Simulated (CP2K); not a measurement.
CP2K run on Mg6SiB (Amm2, 8 atoms in the cell): self-consistent single point.

Computed with LDA (Pade form), GPW, DZVP-MOLOPT-SR-GTH basis, GTH-PADE potentials (GTH_POTENTIALS) in CP2K.

The change in words: lattice scaled by 0.98. Reference geometry:
```
Mg6SiB
1.0
    3.98486     0.00000     0.00000
    0.00000     5.96500     0.00000
    0.00000     0.37361     5.95329
Mg Si B
6 1 1
Cartesian
  0.00000   3.68209   0.67701
  0.00000   0.90630   3.63246
  1.99243   5.73108   1.74360
  1.99243   2.09914   5.61062
  1.99243   5.11381   4.80294
  1.99243   2.57652   2.41989
  0.00000   3.88386   3.64776
  0.00000   1.36179   1.27901
```

Reference input (self-consistent single point, DFT LDA (Pade form), GPW, DZVP-MOLOPT-SR-GTH basis, GTH-PADE potentials (GTH_POTENTIALS)): CUTOFF = 1000 Ry; REL_CUTOFF = 60 Ry; SMEAR/METHOD = FERMI_DIRAC; ELECTRONIC_TEMPERATURE = 1578.21 K; KPOINTS/SCHEME = MONKHORST-PACK 5 4 4; GAMMA_CENTERED = T; XC_FUNCTIONAL = PADE; Mg/BASIS_SET = DZVP-MOLOPT-SR-GTH; Mg/POTENTIAL = GTH-PADE-q10; Si/BASIS_SET = DZVP-MOLOPT-SR-GTH; Si/POTENTIAL = GTH-PADE-q4; B/BASIS_SET = DZVP-MOLOPT-SR-GTH. This run's input differs from it in these lines:

```diff
@@ -63,5 +63,5 @@
     &CELL
-      A 3.98485800 0.00000000 0.00000000
-      B 0.00000000 5.96500300 0.00000000
-      C 0.00000000 0.37361300 5.95329100
+      A 3.90516100 0.00000000 0.00000000
+      B 0.00000000 5.84570300 0.00000000
+      C 0.00000000 0.36614000 5.83422500
       PERIODIC XYZ
@@ -69,10 +69,10 @@
     &COORD
-      Mg       0.00000000     3.68209350     0.67700825
-      Mg       0.00000000     0.90630385     3.63246004
-      Mg       1.99242900     5.73108120     1.74359987
-      Mg       1.99242900     2.09913791     5.61061957
-      Mg       1.99242900     5.11380523     4.80293658
-      Mg       1.99242900     2.57652063     2.41989373
-      Si       0.00000000     3.88386018     3.64775999
-      B        0.00000000     1.36178826     1.27900504
+      Mg       0.00000000     3.60845158     0.66346807
+      Mg       0.00000000     0.88817733     3.55981073
+      Mg       1.95258050     5.61645942     1.70872782
+      Mg       1.95258050     2.05715448     5.49840701
+      Mg       1.95258050     5.01152858     4.70687770
+      Mg       1.95258050     2.52498994     2.37149578
+      Si       0.00000000     3.80618256     3.57480468
+      B        0.00000000     1.33455235     1.25342490
     &END COORD
```

Output (repeated stretches shortened):

```
 SCF WAVEFUNCTION OPTIMIZATION

  Step     Update method      Time    Convergence         Total energy    Change
     1 NoMix/Diag. 0.30E+00      -     1.57168245      -387.2699423261 -3.87E+02
     2 Broy./Diag. 0.30E+00      -     0.51199238      -386.1134073500  1.16E+00
     3 Broy./Diag. 0.30E+00      -     0.07445581      -385.8808518607  2.33E-01
     4 Broy./Diag. 0.30E+00      -     0.04640602      -385.7138250132  1.67E-01
     5 Broy./Diag. 0.30E+00      -     0.01173326      -385.6331908289  8.06E-02
     6 Broy./Diag. 0.30E+00      -     0.00330653      -385.6027862881  3.04E-02
   [... 3 lines left out ...]
    10 Broy./Diag. 0.30E+00      -     0.00001821      -385.6213778970  1.21E-04
    11 Broy./Diag. 0.30E+00      -     0.00000419      -385.6212035086  1.74E-04
    12 Broy./Diag. 0.30E+00      -     0.00000235      -385.6211697265  3.38E-05
    13 Broy./Diag. 0.30E+00      -     0.00000026      -385.6211696804  4.61E-08
  *** SCF run converged in    13 steps ***

  Overlap energy of the core charge distribution:               0.00000000000000
  Self energy of the core charge distribution:               -818.46599994887890
  Core Hamiltonian energy:                                    248.09480904224014
  Hartree energy:                                             237.37434121206823
  Exchange-correlation energy:                                -52.61809246524374
  Electronic entropic energy:                                  -0.00622752083551
  Fermi energy:                                                 0.25204317691464

  Total energy:                                              -385.62116968035730
  Total energy (extrapolated to T->0):                       -385.61805591993954

                     Mulliken Population Analysis

   [... lines left out ...]

 STRESS| Analytical stress tensor [bar]
 STRESS|                        x                   y                   z
 STRESS|      x        7.73847405829E+04  -2.73528872822E-10  -7.62872007230E-11
 STRESS|      y       -2.73528872822E-10   6.75450110571E+04  -2.26417121495E+03
 STRESS|      z       -7.62872007230E-11  -2.26417121495E+03   6.78288193785E+04
 STRESS| 1/3 Trace                                             7.09195236729E+04
```

The run converged in 13 iterations. Against the reference run the free energy rises by 31.3 meV/atom, the pressure goes from 2.77 to 7.09 GPa and the largest force goes from 0.371 to 0.355 eV/Å.

The starting cell comes from a database of computed structures (which also holds hypothetical and non-ambient phases and stackings), without a prior relaxation at this level. Its lattice was rescaled by a random factor within 2.5 % of one. For this run, on top of that: lattice scaled by 0.98. Values carry the incompleteness of an atom-centred basis. With a pressure of about 7 GPa the cell is away from its equilibrium volume at this level.

Cost on one core of a shared machine: roughly 40 s.
